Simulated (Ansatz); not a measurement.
The starting structures come from a database of crystals and need not be the phases stable at ambient conditions.

 Where the default PAW files enter, the runs use the earlier of Ansatz's two default sets.

The decay constant κ of evanescent states in the gap governs leakage through a thin film.

```yaml
crystal:
  lattice:
    - [4.96478, 0.00000, 0.00000]
    - [0.00000, 7.32552, 0.00000]
    - [0.00000, 3.66276, 2.11469]
  atoms:
    - { symbol: Sr, position: [0.99982, 0.00000, 0.00000] }
    - { symbol: Al, position: [0.53957, 0.33333, 0.00000] }
    - { symbol: Si, position: [0.44526, 0.66667, 0.00000] }
    - { symbol: H, position: [0.89235, 0.33333, 0.00000] }
```

Space group of this cell: P3m1. The cell is taken as given; by PBEsol its mean pressure is -1.8 GPa.

Transport runs along the normal of the first two printed cell vectors, the (110) plane of the conventional cell.

No gap correction and no spin-orbit coupling; mid-gap values are interpolated between computed energies.

Q: Give the band gap and the smallest decay constant κ at mid-gap that PBEsol in Ansatz (an electronic-structure program) yields.

A: Gap 0.54 eV on a 6×14×14 mesh; κ = 0.089 1/Å, at (0.167, 0.000) of the in-plane reciprocal vectors. At the zone centre, at the nearest computed energy, the slowest state has κ = 0.10 1/Å.
